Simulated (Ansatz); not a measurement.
For Al (model structure, from the Bi type, I4/mcm, No. 140), LDA (plane waves, PAW; Ansatz, a first-principles code) gives:

- lattice constant a = 8.085 Å
- lattice parameter c = 2.704 Å
- bulk modulus B0 = 54.4 GPa
- cohesive energy = 3.74 eV/atom

Problem. What does r²SCAN (plane waves, PAW; Ansatz) give for the same quantities?

Solution. 
- lattice constant a: 8.149 Å (goes up by 0.8 %)
- lattice parameter c: 2.713 Å (increases by 0.3 %)
- bulk modulus: 56.1 GPa (rises by 3.1 %)
- cohesive energy: 3.35 eV/atom (drops by 0.39 eV/atom)

Changes are worked out from the printed values.

Unless a cell is named, each level is at its own relaxed cell (LDA 22.09, r²SCAN 22.52 Å³/atom).

Caveats: the bulk modulus is −V dP/dV from two relaxed cells at ±2 % in volume (LDA, r²SCAN). Ansatz's density-functional and Hartree–Fock values are scalar-relativistic unless marked +SOC, with PAW data made under PBE.

A model structure was made by putting elements into a prototype or built by hand; it is no filed structure, need not be a known phase, and can be a saddle point held by its symmetry.
